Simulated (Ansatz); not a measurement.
System: cubic perovskite CsPbCl₃ (cubic high-temperature phase). Method: PBE-D3(BJ) (plane waves, PAW; Ansatz, a quantum-chemistry and plane-wave program).

Run with plane-wave cutoff 520 eV, 6×6×6 k mesh, Fermi–Dirac smearing 0.01 eV, scalar-relativistic PAW data made under PBE.

The cell is scaled about its equilibrium volume:

```
V (Å³/atom)  P (GPa)  direct gap at Γ (eV)  smallest gap on the k mesh (eV)
-----------  -------  --------------------  -------------------------------
34.249          1.72                 5.953                            1.800
34.977          1.08                 5.900                            1.900
35.706          0.51                 5.848                            1.991
36.435          0.00                 5.799                            2.076
37.163         -0.46                 5.750                            2.153
37.892         -0.86                 5.704                            2.224
38.621         -1.23                 5.658                            2.289
```

The fundamental gap (2.08 eV at the equilibrium volume, with added k points) lies elsewhere than Γ–Γ.

Note: the relaxation could not lower the start's symmetry, so the cell can be a saddle point above a distorted one.

Spin–orbit coupling is not included; with these elements it can move the gap by several tenths of an eV or more.
